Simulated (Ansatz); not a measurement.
Results of r²SCAN (Ansatz, an electronic-structure program, plane waves, PAW) for Ta₂Pt₃Se₈ (Pbam, No. 55, 26 atoms in the cell; start mp-4425).

Settings: plane-wave cutoff 560 eV, 4×4×10 k mesh (along the axes of the cell as run), Fermi–Dirac smearing 0.01 eV, scalar-relativistic PAW data made under PBE.

Cell (relaxed with PBEsol):

```
CELL_PARAMETERS angstrom
     10.87533     0.00000     0.00000
      0.00000    15.03612     0.00000
      0.00000     0.00000     3.55277
ATOMIC_POSITIONS crystal
  Ta 0.70095 0.37676 0.50000
  Ta 0.29905 0.62324 0.50000
  Ta 0.20095 0.12324 0.50000
  Ta 0.79905 0.87676 0.50000
  Pt 0.85868 0.27755 0.00000
  Pt 0.14132 0.72245 0.00000
  Pt 0.35868 0.22245 0.00000
  Pt 0.64132 0.77755 0.00000
  Pt 0.50000 0.50000 0.00000
  Pt 0.00000 0.00000 0.00000
  Se 0.93746 0.37643 0.50000
  Se 0.06254 0.62357 0.50000
  Se 0.43746 0.12357 0.50000
  Se 0.56254 0.87643 0.50000
  Se 0.73409 0.20744 0.50000
  Se 0.26591 0.79256 0.50000
  Se 0.23409 0.29256 0.50000
  Se 0.76591 0.70744 0.50000
  Se 0.53141 0.34008 0.00000
  Se 0.46859 0.65992 0.00000
  Se 0.03141 0.15992 0.00000
  Se 0.96859 0.84008 0.00000
  Se 0.77520 0.00297 0.00000
  Se 0.22480 0.99703 0.00000
  Se 0.27520 0.49703 0.00000
  Se 0.72480 0.50297 0.00000
```

Q: Give the computed band gap.

A: 
- band gap: 0.76 eV

Note: cell and atoms aren't relaxed at this level (largest force component 0.16 eV/Å, pressure 2.4 GPa).

Spin–orbit coupling is not included; with these elements it can move the gap by several tenths of an eV or more.

A start named mp-… is a Materials Project structure, which need not be a measured phase.
